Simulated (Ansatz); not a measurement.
We consider MgAl3N3O (model structure, Pm, No. 6, 8 atoms in the cell), described by PBEsol (plane waves, PAW; Ansatz, a first-principles code).

Run with plane-wave cutoff 520 eV, 8×10×6 k mesh (along the axes of the cell as run), Fermi–Dirac smearing 0.01 eV, scalar-relativistic PAW data made under PBE.

Computed at the level's own relaxed cell.

```
CELL_PARAMETERS angstrom
      5.04489     0.00000    -0.00511
      0.00000     3.15426     0.00000
     -0.00552     0.00000     5.49703
ATOMIC_POSITIONS crystal
  Mg 0.48986 0.00000 0.33418
  Al 0.01482 0.50000 0.15418
  O  0.90517 0.00000 0.33432
  N  0.37082 0.50000 0.15111
  Al 0.48662 0.50000 0.83568
  Al 0.00732 0.00000 0.67789
  N  0.87238 0.50000 0.83099
  N  0.37301 0.00000 0.68164
```

Task: List the 22 lowest band energies at Γ above −25 eV (eV, relative to the valence band maximum), grouping those that round alike.

Result: At Γ: -19.62, -15.05, -13.32, -12.68, -6.98, -6.60, -4.80, -4.73, -4.11, -2.99, -2.50, -2.45, -1.19, -1.06, -0.37, 0.00, 1.80, 4.41, 5.20, 5.90, 7.32, 8.55.

Note: the relaxation could raise the start's symmetry but not lower it, so the cell can be a saddle point.

A model structure was made by putting elements into a prototype or built by hand; it is no filed structure, need not be a known phase, and can be a saddle point held by its symmetry.
